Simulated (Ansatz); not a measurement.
Structures of equal composition on the (111)A surface of zinc-blende ZnS (Zn plane on top): 2x2 O adatom at H3; 2x2 O adatom at T4. The slabs share one bottom face, and each structure is named by its start. These are constructed structures in small cells; real faces may alloy, dewet or reconstruct in larger ones, and not all known structures of the face are among them. Slabs of about 13 Å with all that they carry, Fermi-Dirac smearing of 0.025 eV. Bottom of the slabs: H caps. Relaxed from the named starts with such symmetry as they have, on meshes of like density; energies extrapolated to zero smearing; no spin-orbit coupling, no U. Spin-polarised runs, if any, are marked in brackets, and their order is one that fits the cell; the others ran without spin. Where a second, spin-polarised start was run, the lower counts.

Host crystal: zinc-blende ZnS, with a band gap (PBE, scalar-relativistic without spin-orbit coupling).

All values below come from PBE (plane waves to 420 eV, PAW; Ansatz, a first-principles code).

Q: Put the candidates in order of energy per 1x1 cell, lowest first, for PBE.

A: 2x2 O adatom at H3 (0.000 eV, gap 1.69 eV on the mesh), 2x2 O adatom at T4 (0.128 eV (1 O–S bonds broke), gap 1.17 eV on the mesh)
